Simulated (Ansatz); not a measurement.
Structures of equal composition on the (0001) surface of 4H silicon carbide (Si plane on top): (√3x√3)R30° Sb adatom at H3; (√3x√3)R30° Sb adatom at T4. The slabs share one bottom face, and each structure is named by its start. These are constructed structures in small cells; real faces may alloy, dewet or reconstruct in larger ones, and not all known structures of the face are among them. Slabs of about 10 Å with all that they carry, Fermi-Dirac smearing of 0.025 eV. Bottom of the slabs: H caps. Relaxed from the named starts with such symmetry as they have, on meshes of like density; energies extrapolated to zero smearing; no spin-orbit coupling, no U. Spin-polarised runs, if any, are marked in brackets, and their order is one that fits the cell; the others ran without spin. Where a second, spin-polarised start was run, the lower counts.

Host crystal: 4H silicon carbide, with a band gap (PBE, scalar-relativistic without spin-orbit coupling).

Calculation: PBE (plane waves to 420 eV, PAW; Ansatz, a first-principles code).

### Question
Order them by energy per 1x1 cell (lowest first) at the level PBE.

### Answer
(√3x√3)R30° Sb adatom at T4 (0.000 eV, gap 1.89 eV on the mesh), (√3x√3)R30° Sb adatom at H3 (0.107 eV, gap 1.81 eV on the mesh)
